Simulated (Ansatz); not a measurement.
**Sn on the 1x1 (0001) surface of hcp Co, ferromagnetic, one in a 2x2 cell, started at the site 'hollow Co-Co-Co over Co at depth 2.0 Å'**

The numbers are results of PBE (plane waves to 420 eV, PAW; Ansatz, an electronic-structure program), not measurements.

Slab: 17 atoms, 6.0 Å thick at the start under the adsorbate (thin: gaps and levels are the slab's own); k 7x7x1, smearing 0.1 eV, dipole-corrected; 8 atoms held, the rest relaxed; held to the start's symmetry, so lower structures may exist; spin-polarised, no spin-orbit, no U, no dispersion correction. At the end it is bonded to 3 Co. In PBE it is, or lies within 0.03 eV of, the lowest of the starts that converged.

```
Property                                                                                                                   Value
--------------------------------------------------------------------------------------  ----------------------------------------
adsorption energy against an atom of beta tin                                                                           -0.71 eV
work function of the top face                                                                                            4.36 eV
change of the work function                                                                                             -0.61 eV
change of the step from the bottom to the top vacuum level, against the clean slab                                      -0.61 eV
energy released by relaxation                                                                                           0.098 eV
height of the binding atom over the mean of the host atoms within 0.3 Å of the top one                                   2.135 Å
magnetic moment of the cell                                                                                             25.79 μB
nearest host atoms of the binding atom                                                  Co at 2.61 Å, Co at 2.61 Å, Co at 2.61 Å
largest move of a host atom                                                                                               0.04 Å
cost                                                                                                     roughly 11 core-minutes
```

A negative adsorption energy means that the adsorbate is more stable on the surface than in its reference.
